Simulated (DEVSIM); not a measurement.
Structure: abrupt Ge n-p junction, at 300 K.

Layer 1 from the left is Ge, thickness (μm) 6.90, Nd (cm⁻³) 1.3e17, τn (s) 3.1e-6, τp (s) 3.1e-6. Layer 2 from the left is Ge, thickness (μm) 3.20, Na (cm⁻³) 6.2e16, τn (s) 3.1e-6, τp (s) 3.1e-6.

Left contact: ohmic. Right contact: ohmic. Voltage is applied to the left contact. Recombination: SRH at mid-gap, radiative. Mobility is constant in doping.

Constants are typed, rounded textbook-type inputs, not results; the design itself was drawn at random and stands for no fabricated device. Values at 300 K.

Ge: gap (eV) 0.664, affinity (eV) 4, permittivity 16, Nc (cm⁻³) 1.04e19, Nv (cm⁻³) 6e18, μn (cm²/Vs) 3900, μp (cm²/Vs) 1900, B (cm³/s) 6.4e-14.

### Question
Estimate by hand the built-in potential, the peak field at zero bias, and compare with a numerical solution.

### Answer

- Built-in potential: ni = √(Nc Nv) exp(−Eg/2kT) = 2.09e13 cm⁻³ with Eg = 0.664 eV; Vbi = kT/q ln(Na Nd/ni²) = 0.433 V; numerical 0.433 V.
- Peak field at zero bias: depletion approximation: W = √(2εVbi/(qN)) = 0.135 μm with N = 4.20e16 cm⁻³; field = 2Vbi/W = 64100 V/cm; numerical 60200 V/cm (estimate above by 6.5 %).

Model (solved in DEVSIM): 1D drift-diffusion, Boltzmann statistics, complete ionisation; no tunnelling, impact ionisation, image-force lowering or self-heating.
